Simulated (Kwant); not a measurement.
Model: Hückel tight-binding model, one pz orbital an atom, one spin, coherent transport at 0 K (Kwant). Conductance is in e²/h.

Model system: π system c1ccc2ncccc2c1 between two chain leads. The π system is taken as planar. Atoms are numbered from 0 in the order of the SMILES. Site energies (eV, carbon 0): [0.0, 0.0, 0.0, 0.0, -1.2, 0.0, 0.0, 0.0, 0.0, 0.0]. Bonds (i, j, β in eV): (0,1,-2.4) (1,2,-2.4) (2,3,-2.4) (3,4,-2.4) (4,5,-2.4) (5,6,-2.4) (6,7,-2.4) (7,8,-2.4) (8,9,-2.4) (9,0,-2.4) (8,3,-2.4). Leads: chains of hopping −3.6 eV, joined by −0.48 eV to atoms 0 and 7.

Site energies and bond integrals are typed Hückel values.

Sweep values stay those of the base run.

One input was changed, with this effect: transmission at E = 0 0.00032 → 3.5e-5.

Question: Which change was it?
A) contacts moved from atoms [0, 7] to [2, 9]
B) contacts moved from atoms [0, 7] to [0, 9]
C) contacts moved from atoms [0, 7] to [2, 5]
D) contacts moved from atoms [0, 7] to [1, 6]
E) contacts moved from atoms [0, 7] to [1, 5]
F) contacts moved from atoms [0, 7] to [5, 6]

Answer: E, contacts moved from atoms [0, 7] to [1, 5]
